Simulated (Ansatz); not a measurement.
We consider rock-salt GaN (model structure) (like a known high-pressure phase), described by LDA (Ansatz, an electronic-structure program, plane waves, PAW).

Numerical settings: plane-wave cutoff 500 eV, 16×16×16 k mesh, Fermi–Dirac smearing 0.05 eV, scalar-relativistic PAW data made under PBE.

Cell (relaxed at this level):

```yaml
crystal:
  lattice:
    - [0.00000, 2.09051, 2.09051]
    - [2.09051, 0.00000, 2.09051]
    - [2.09051, 2.09051, 0.00000]
  atoms:
    - { symbol: Ga, position: [0.00000, 0.00000, 0.00000] }
    - { symbol: N, position: [0.50000, 0.50000, 0.50000] }
```

### Question
Estimate the band gap that the calculation returns.

### Answer

band gap: 0.60 eV (on the SCF k mesh)

Spin–orbit coupling is not included.

Computed values are for the static lattice.

Cost on a shared machine: around 14 core-seconds (rough).

A model structure was made by putting elements into a prototype or built by hand; it is no filed structure, need not be a known phase, and can be a saddle point held by its symmetry.
